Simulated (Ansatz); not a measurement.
Consider GaAs in the zinc blende structure (space group F-43m, No. 216; a = 5.746 Å).

Level of theory: Ansatz (a first-principles code), PBE, PAW, cutoff 420 eV, no spin-orbit coupling.

Strains are applied to the cell and any free atomic positions relax.

One change was made to it. Results:

The pressure goes from zero to -3.8 GPa; the energy goes up by 23 meV/atom; the band gap changes from 0.16 eV to zero.

### Question
Which of these changes matches the shifts?
A. isotropic strain +2.50 %
B. isotropic strain −3.00 %
C. isotropic strain +3.00 %
D. isotropic strain +1.50 %
E. isotropic strain +1.00 %

### Answer
A, isotropic strain +2.50 %. For comparison, the energy relative to the base in the other runs: isotropic strain +1.00 % gives +3.8 meV/atom; isotropic strain −3.00 % gives +41 meV/atom; isotropic strain +3.00 % gives +32 meV/atom; isotropic strain +1.50 % gives +8.5 meV/atom.

A case with no gap was solved on a k-mesh chosen for an insulator, which is coarse for it. Stability against distortions was not tested. The final runs are not spin-polarised. The zero or small gap of GaAs can change with the level of theory.
